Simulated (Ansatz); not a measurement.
Cost and result by functional for the adsorption energy of Cl on the 1x1 (111) surface of fcc Al, one in a 2x2 cell, started at the site 'top Al', in Ansatz (plane waves, PAW). Single points on the PBE structure, on one kind of machine; costs are rough ratios of the slab run's core time (references not counted) to the cheapest single point. r2SCAN's cost holds its higher cutoff (500 against 420 eV). Differences are taken against r2SCAN for comparison alone: no measured value is at hand, so the table doesn't rank accuracy.

Slab: 17 atoms, 7.0 Å thick at the start under the adsorbate (thin: gaps and levels are the slab's own); k 6x6x1, smearing 0.1 eV, dipole-corrected; 8 atoms held, the rest relaxed; start symmetry kept, larger cells not searched; no spin, no spin-orbit, no U, no dispersion correction. At the end it is bonded to Al. In PBE it is, or lies within 0.03 eV of, the lowest of the starts that converged. These notes are the PBE run's. Adsorption energies are against ½ Cl2(g). A negative adsorption energy means that the adsorbate is more stable on the surface than in its reference.

| functional | relative cost | adsorption energy (eV) | less r2SCAN (eV) |
|---|---|---|---|
| RPBE | 1 | -1.94 | 0.29 |
| r2SCAN | 3 | -2.23 | 0.00 |
| PBE (the relaxed run's value) | – | -2.04 | 0.19 |

The values span 0.29 eV, while the single points' costs differ by a factor of roughly 3. Differences are of unrounded values.

Ansatz is a first-principles code.
